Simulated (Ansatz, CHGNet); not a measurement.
For ZnS (model structure, started from the litharge type, P4/nmm, No. 129, 4 atoms in the cell), the machine-learned potential CHGNet-r²SCAN (trained on r²SCAN data) gives:

| Quantity | Result |
|---|---|
| lattice parameter a | 4.666 Å |
| lattice parameter c | 4.005 Å |

Task: What does r²SCAN (Ansatz, a first-principles code, PAW) give for the same quantities?

Result: 
- lattice constant a: 4.752 Å (goes up by 1.8 %)
- lattice parameter c: 4.359 Å (rises by 8.8 %)

Changes are worked out from the printed values.

Unless a cell is named, each level is at its own relaxed cell (CHGNet-r²SCAN 21.80, r²SCAN 24.62 Å³/atom).

Ansatz's density-functional and Hartree–Fock values are scalar-relativistic unless marked +SOC, with PAW data made under PBE.

A model structure was made by putting elements into a prototype or built by hand; it is no filed structure, need not be a known phase, and can be a saddle point held by its symmetry.
